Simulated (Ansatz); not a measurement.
## Phonon-limited transport in W (Im-3m)

Data:

```
CELL_PARAMETERS angstrom
     -1.57743     1.57743     1.57743
      1.57743    -1.57743     1.57743
      1.57743     1.57743    -1.57743
ATOMIC_POSITIONS crystal
  W  0.00000 0.00000 0.00000
```

These are PBEsol, DFPT electron-phonon coupling, linearised Boltzmann equation (plane waves, PAW, scalar-relativistic; Ansatz, a quantum-chemistry and plane-wave program) values and carry that method's errors. How the cell was made: relaxed with this functional, without spin-orbit coupling.

```
Quantity                                                                                                                 Value
--------------------------------------------------------------------------------------------------  --------------------------
resistivity at 300 K                                                                                                 5.1 μΩ·cm
resistivity times mean free path for one path shared by all states (from the Fermi surface's area)             7.8 ×10⁻¹⁶ Ω·m²
electron-phonon coupling λ                                                                                                0.30
transport coupling λ_tr                                                                                                   0.29
logarithmic mean phonon energy                                                                                        19.2 meV
density of states at the Fermi level                                                                0.22 states/(eV·spin·cell)
Drude plasma energy                                                                                                     7.9 eV
Hall coefficient at 300 K                                                                                     15.0 ×10⁻¹¹ m³/C
```

A metal at this level (no band gap). Only scattering by harmonic phonons is included (no impurities, grain boundaries, electron-electron scattering or thermal expansion). Spin-orbit coupling is left out, which matters with elements this heavy. The self-energy correction of the phonons between q points moved λ by 4 %. The squared frequency of the phonon mode least converged on the k mesh is uncertain by 20 %. The run warned that the eigensolver left some states short of its tolerance. Halving the electron mesh (36x36x36) moves the resistivity by up to 10 % at 300 K, the coupling by up to 4 %. Smearing 0.20 eV; phonons on a 6x6x6 q mesh, which this run doesn't test and which matters most at low temperature.
